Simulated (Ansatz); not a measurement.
Functionals compared on Cl on the 1x1 (100) surface of monoclinic HfO2 (cut with top plane 2 O), one in a 1x1 cell, started at the site 'over Hf at depth 1.0 Å', in Ansatz (plane waves, PAW). The structure was relaxed with PBE; the other rows are single points on it, each with its references at the same level. Cutoff 420 eV (500 eV for r2SCAN). The points keep PBE's geometry, so the relaxation of a polaron and the settling of charge on one site are left out. HSE06 used the coarser mesh 3x3x1.

Host crystal: monoclinic HfO2, with a band gap (PBE, scalar-relativistic without spin-orbit coupling).

Set-up: 25 atoms, 9.3 Å thick at the start under the adsorbate (thin: gaps and levels are the slab's own); mesh 4x4x1; 0.01 eV smearing; dipole correction on; 12 atoms held, the rest relaxed; no symmetry held; spin-polarised, ending with about 1.0 μB a cell; orders that need a larger cell were not tried, no spin-orbit, no U, no dispersion correction. It is one chosen start, not shown to be the lowest state of the adsorbate. These notes are the PBE run's. RPBE: The program's check for a lower electronic state was not made. r2SCAN: The program's check for a lower electronic state was not made. HSE06: The program's check for a lower electronic state was not made. Adsorption energies are against ½ Cl2(g). A negative adsorption energy means that the adsorbate is more stable on the surface than in its reference.

A dash marks a value that is undefined for that row or was read on another mesh.

| functional | adsorption energy (eV) | gap of the slab on its k-mesh (eV) | highest filled level below the top vacuum level (eV) | magnetic moment of the cell (μB) |
|---|---|---|---|---|
| PBE | 0.14 | 0.22 | 7.83 | 1.00 |
| RPBE | 0.27 | 0.24 | 7.75 | 1.00 |
| r2SCAN | -0.05 | 0.63 | 8.27 | 1.00 |
| HSE06 | 0.26 | – | – | 1.00 |

Ansatz is a program for electronic structure.
